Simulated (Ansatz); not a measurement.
Al (Fm-3m), PBEsol, DFPT electron-phonon coupling, linearised Boltzmann equation (Ansatz, a quantum-chemistry and plane-wave program): Condition of this run: hydrostatic pressure 5 GPa (the target of the relaxation). phonon-limited resistivity 1.95 μΩ·cm at 300 K, 2.73 μΩ·cm at 400 K, current-weighted mean free path 28 nm, Drude plasma energy 12.39 eV.

Question: What Drude relaxation time do resistivity and plasma energy imply?

Answer: ω_p = 1.88e16 s⁻¹, so τ = 1/(ε₀ ω_p² ρ) = 16.3 fs, a damping ħ/τ of 40.3 meV.

Question: What temperature coefficient of resistance follows, and how does it compare with 1/T?

Answer: (ρ₄₀₀ − ρ₃₀₀)/(100 K × ρ₃₀₀) = 4.00×10⁻³ K⁻¹, against 1/T = 3.33×10⁻³ K⁻¹ for a resistivity proportional to T. It lies higher because phonons are still being populated at 300 K; impurities would add a constant and lower it.

Question: What is the classical skin depth at 100 GHz (nonmagnetic, μ₀ = 1.257×10⁻⁶ H/m)?

Answer: δ = √(ρ/(π f μ₀)) = 222 nm.

A metal at this level (no band gap). Only scattering by harmonic phonons is included (no impurities, grain boundaries, electron-electron scattering or thermal expansion). Spin-orbit coupling is left out. The run warned that the eigensolver left some states short of its tolerance. Halving the electron mesh (36x36x36) moves the resistivity by up to 4 % at 300 K, the mean free path by up to 4 %. Smearing 0.20 eV; phonons on a 6x6x6 q mesh, which this run doesn't test.
